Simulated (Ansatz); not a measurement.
CO, treated with HSE06 (Ansatz, a quantum-chemistry and plane-wave program, PAW).

Numerical settings: plane-wave cutoff 520 eV, 6×6×6 k mesh, Fermi–Dirac smearing 0.03 eV, scalar-relativistic PAW data made under PBE.

Starting structure:

```
CO
1.0
    5.63000     0.00000     0.00000
    0.00000     5.63000     0.00000
    0.00000     0.00000     5.63000
C O
4 4
Direct
  0.95800   0.95800   0.95800
  0.45800   0.54200   0.04200
  0.04200   0.45800   0.54200
  0.54200   0.04200   0.45800
  0.06700   0.06700   0.06700
  0.56700   0.43300   0.93300
  0.93300   0.56700   0.43300
  0.43300   0.93300   0.56700
```

Q: Into what structure does the relaxation of cell and atoms lead at this level, with the symmetry of the start kept?

A: The volume grows by 30 %; final space group P2_13.
```
CO
1.0
    6.15030     0.00000     0.00000
    0.00000     6.15030     0.00000
    0.00000     0.00000     6.15030
C O
4 4
Direct
  0.97056   0.97056   0.97056
  0.47056   0.52944   0.02944
  0.02944   0.47056   0.52944
  0.52944   0.02944   0.47056
  0.07587   0.07587   0.07587
  0.57587   0.42413   0.92413
  0.92413   0.57587   0.42413
  0.42413   0.92413   0.57587
```

Note: the cell comes from a level without a dispersion term, which matters for the spacing of layers, chains or molecules; the volume lies 30 % above that of the published cell.
